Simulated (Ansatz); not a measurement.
## LiF: response to strain

Base system: LiF in the rock salt structure (space group Fm-3m, No. 225; a = 4.068 Å).

Strains are applied to the cell and any free atomic positions relax.

Method: PBE (Ansatz, a first-principles code), spin-orbit coupling left out.

Notes on the quantities. energy relative to the base: free energy F.

| variant | energy relative to the base | band gap | volume per atom |
|---|---|---|---|
| base | 0 meV/atom | 8.83 eV | 8.42 Å³ |
| isotropic strain −3.00 % | +16 meV/atom | 9.66 eV | 7.68 Å³ |
| isotropic strain −2.00 % | +6.8 meV/atom | ___ | 7.92 Å³ |
| isotropic strain −1.50 % | +3.8 meV/atom | 9.23 eV | 8.04 Å³ |
| isotropic strain −1.00 % | +1.6 meV/atom | 9.09 eV | 8.17 Å³ |
| isotropic strain +0.50 % | ___ | ___ | 8.54 Å³ |
| isotropic strain +1.00 % | +1.5 meV/atom | 8.58 eV | 8.67 Å³ |
| isotropic strain +1.50 % | +3.4 meV/atom | 8.46 eV | 8.80 Å³ |
| isotropic strain +2.50 % | +9.2 meV/atom | 8.22 eV | 9.06 Å³ |
| isotropic strain +3.00 % | +13 meV/atom | 8.11 eV | 9.20 Å³ |

Q: Complete the table.

A: 
- isotropic strain −2.00 %, band gap: 9.37 eV
- isotropic strain +0.50 %, energy relative to the base: +0.4 meV/atom
- isotropic strain +0.50 %, band gap: 8.70 eV

No phonon test of stability was made.
